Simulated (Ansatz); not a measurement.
Worked example: zone-centre phonon calculation of YbCuBi (P6_3mc, 6 atoms in the cell) in Ansatz (a program for electronic structure).

Level of theory: LDA (PW92), PAW files made with PBE (plane waves; Ansatz).

```
CELL_PARAMETERS angstrom
      4.63586     0.00000     0.00000
     -2.31793     4.01477     0.00000
      0.00000     0.00000     7.60281
ATOMIC_POSITIONS crystal
  Yb 0.00000 0.00000 0.48747
  Yb 0.00000 0.00000 0.98747
  Cu 0.33333 0.66667 0.31931
  Cu 0.66667 0.33333 0.81931
  Bi 0.66667 0.33333 0.21842
  Bi 0.33333 0.66667 0.71842
```

Reference input (self-consistent single point, DFT, PBEsol, plane waves, PAW files made with PBE): kpoints.mp_grid.grid = 6 6 3; hamiltonian.xc = pbesol; hamiltonian.pseudopotentials = {kind: paw} (the program's default PAW files); scf.occupations.method = gaussian; scf.occupations.width = 0.136 eV. This run's input differs from it in these lines:

Ansatz 0.2 input:
```diff
@@ -17,3 +17,3 @@
 hamiltonian:
-  xc: pbesol
+  xc: lda
   pseudopotentials:
@@ -25,6 +25,4 @@
     width: 0.136
-output:
-  forces: true
-  eigenvalues: true
-  stress: true
+phonons:
+  method: dfpt
```

Log, with long lists cut:

```
SCF iter   1: F=—  HF=-64413.743170 eV  |F-HF|=—  |Δ(HF+E_count)|=         —  Δρ=1.40e-1  dr2=1.99e1  ethr=3.10e-3  ⟨swp⟩=6.8  Hψ=10602  notcnv=0
all-band conjugate gradients solve this SCF's bands
preconditioner: auto → Kerker (q_TF=auto, 2.639 Å⁻¹)
SCF iter   2: F=—  HF=-64412.252601 eV  |F-HF|=—  |Δ(HF+E_count)|=    1.49e0  Δρ=5.68e-2  dr2=3.40e0  ethr=3.10e-3  ⟨swp⟩=4.2  Hψ=5592  notcnv=0  defer=127
   [... lines left out ...]
SCF iter  16: F=—  HF=-64411.577048 eV  |F-HF|=—  |Δ(HF+E_count)|=   3.33e-9  Δρ=1.20e-6  dr2=9.97e-10  ethr=9.33e-12  ⟨swp⟩=2.0  Hψ=4100  notcnv=0  defer=127
SCF iter  17: F=—  HF=-64411.577048 eV  |F-HF|=—  |Δ(HF+E_count)|=  1.24e-10  Δρ=9.31e-7  dr2=8.01e-10  ethr=1.00e-12  ⟨swp⟩=2.0  Hψ=4212  notcnv=0  defer=127
SCF iter  18: F=—  HF=-64411.577048 eV  |F-HF|=—  |Δ(HF+E_count)|=  1.89e-10  Δρ=1.19e-7  dr2=2.39e-11  ethr=1.00e-12  ⟨swp⟩=2.0  Hψ=3601  notcnv=0  defer=127
SCF iter  19: F=-64411.577048 eV  HF=-64411.577048 eV  |F-HF|=7.28e-12  |Δ(HF+E_count)|=  2.18e-11  Δρ=3.91e-8  dr2=2.63e-12  ethr=1.00e-12  ⟨swp⟩=16.7  Hψ=19233  notcnv=0
SCF 1 converged in 19 iterations: F = -64411.577048 eV  dr2 = 2.63e-12
DFPT response loops at Γ: preconditioner auto → Kerker (q_TF=auto, 2.639 Å⁻¹) (partly filled bands, converged f_vac=0.011) …
Free energy (F): -64411.577048 eV
Internal energy: -64411.554291 eV  (E = F + TS)
E sigma→0 (E₀):  -64411.565670 eV
Entropy (-TS):   -0.022756 eV (-3.793 meV/atom)
Fermi energy:    13.213360 eV
--- Phonons (Γ-DFPT): 6 representative perturbations + reference, on 34 of 108 k-points (Σ response iterations 27) ---
  k mesh reduced under 2 symmetry operations, with k and −k counted as one. Each operation leaves every solved perturbation unchanged …
  ASR residual: 3.073e-5 → 0.000e0 eV/Å²; symmetrization residual: 1.952e-5 eV/Å²
  ASR residual per site (eV/Å²): 2.87e-5 2.87e-5 3.07e-5 3.07e-5 1.91e-5 1.91e-5
  Γ frequencies (cm⁻¹): 0.00 0.00 0.00 60.41 60.41 70.14 71.23 71.23 75.88 86.45 87.67 94.05 94.91 94.91 127.09 127.09 129.36 129.36
  non-analytic LO–TO correction: not included (Born effective charges unavailable; polar crystals: no LO–TO splitting at Γ)
```

The run converged in 19 iterations. 

Summary of the result:
| Quantity | Value |
|---|---|
| Free energy E − TS (on the zero of these files) | -64411.5770 eV |
| Fermi level (on the code's own zero) | 13.21 eV |
| Zone-centre frequencies (cm⁻¹; negative means imaginary) | 0, 0, 0, 60, 60, 70, 71, 71, 76, 86, 88, 94, 95, 95, 127, 127, 129, 129 |

The starting cell comes from a database of computed structures (which also holds hypothetical and non-ambient phases and stackings), without a prior relaxation at this level. Spin polarisation is off.

Cost on one core of a shared machine: roughly 3 min.
